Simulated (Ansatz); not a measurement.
Take TiB$_{2}$ (space group P6/mmm, No. 191; a = 2.9939 Å, c = 3.1595 Å) as the base.

Structures relaxed with LDA (Ansatz, an electronic-structure program, PAW, no spin-orbit coupling).

Base:

Simulated powder pattern, Mo Kα, λ = 0.71073 Å (kinematic, ideal powder, no thermal factors, no anomalous dispersion; the 10 strongest lines at most, above 2 %, up to 2θ = 40°):

```
2θ (°)  I/Imax (%)    hkl
------  ----------  -----
12.92           18  (001)
15.76           55  (100)
20.43          100  (101)
26.00          9.8  (002)
27.47           24  (110)
30.46          9.7  (111)
30.55           14  (102)
31.82          6.2  (200)
34.47           17  (201)
38.18           15  (112)
```

One thing is altered: the cell is scaled by 1.0300 in all directions, atoms relaxed at fixed cell.

After the change:

Simulated powder pattern, Mo Kα, λ = 0.71073 Å (kinematic, ideal powder, no thermal factors, no anomalous dispersion; the 10 strongest lines at most, above 2 %, up to 2θ = 40°):

| 2θ (°) | d (Å) | I/Imax (%) | hkl |
|---|---|---|---|
| 12.54 | 3.254 | 18 | (001) |
| 15.29 | 2.671 | 54 | (100) |
| 19.82 | 2.064 | 100 | (101) |
| 25.23 | 1.627 | 9.8 | (002) |
| 26.65 | 1.542 | 25 | (110) |
| 29.55 | 1.393 | 9.9 | (111) |
| 29.63 | 1.390 | 15 | (102) |
| 30.87 | 1.335 | 6.3 | (200) |
| 33.44 | 1.235 | 17 | (201) |
| 37.03 | 1.119 | 16 | (112) |

The indices refer to the base's conventional cell; one index is shown for lines that coincide.

The cells carry an imposed strain or load. Whether these cells are dynamically stable was not tested. The final runs are not spin-polarised.
